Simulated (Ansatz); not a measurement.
Base system: SrTiO3 in the cubic perovskite structure (space group Pm-3m, No. 221).

```yaml
crystal:
  lattice:
    - [3.93642, 0.00000, 0.00000]
    - [0.00000, 3.93642, 0.00000]
    - [0.00000, 0.00000, 3.93642]
  atoms:
    - { symbol: Sr, position: [0.00000, 0.00000, 0.00000] }
    - { symbol: Ti, position: [0.50000, 0.50000, 0.50000] }
    - { symbol: O, position: [0.50000, 0.00000, 0.50000] }
    - { symbol: O, position: [0.00000, 0.50000, 0.50000] }
    - { symbol: O, position: [0.50000, 0.50000, 0.00000] }
```

Level of theory: PBE, PAW, 420 eV (Ansatz, an electronic-structure program; without spin-orbit coupling).

Before the change:

The smallest direct gap comes out as 2.20 eV. The lattice parameter a comes out as 3.936 Å.

One thing is altered: cell and atoms relaxed at a pressure of 0.3 GPa.

Problem. How does this affect the smallest direct gap and lattice parameter a?

Solution. The smallest direct gap stays 2.20 eV; the lattice parameter a shrinks by 0.002 Å, from 3.936 Å to 3.934 Å.

Load acts through the strain it causes; cell and atoms are relaxed under it. Whether these cells are dynamically stable was not tested. All final runs are without spin polarisation. Many cubic perovskites are stable only at high temperature; tilts and polar distortions were not tested.
